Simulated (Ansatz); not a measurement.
Consider the following.

```yaml
crystal:
  lattice:
    - [2.75301, 0.00000, 0.00000]
    - [-1.37651, 2.38418, 0.00000]
    - [0.00000, 0.00000, 4.42901]
  atoms:
    - { symbol: Mo, position: [0.00000, 0.00000, 0.00000] }
    - { symbol: Ir, position: [0.33333, 0.66667, 0.50000] }
```

Computed with PBEsol, DFPT electron-phonon coupling, linearised Boltzmann equation (plane waves, PAW, scalar-relativistic; Ansatz, an electronic-structure program). Cell: relaxed with this functional, without spin-orbit coupling.

**Question.** What phonon-limited resistivity does this give at 300 K?

**Answer.** 9.7 (x), 9.7 (y), 10.4 (z) μΩ·cm.

**Question.** How long is the mean free path there?

**Answer.** 6.7 nm, weighted by the current that each state carries. Wires not much wider than this gain resistivity from their walls.

A metal at this level (no band gap). Only scattering by harmonic phonons is included (no impurities, grain boundaries, electron-electron scattering or thermal expansion). Spin-orbit coupling is left out, which matters with elements this heavy. The run warned that the eigensolver left some states short of its tolerance. Halving the electron mesh (36x36x20) moves the resistivity by up to 1 % at 300 K, the mean free path by up to 4 %. Smearing 0.20 eV; phonons on a 6x6x3 q mesh, which this run doesn't test.

Computed structure with no diffraction record at hand here (it may be known, metastable or hypothetical): MoIr (P-6m2).
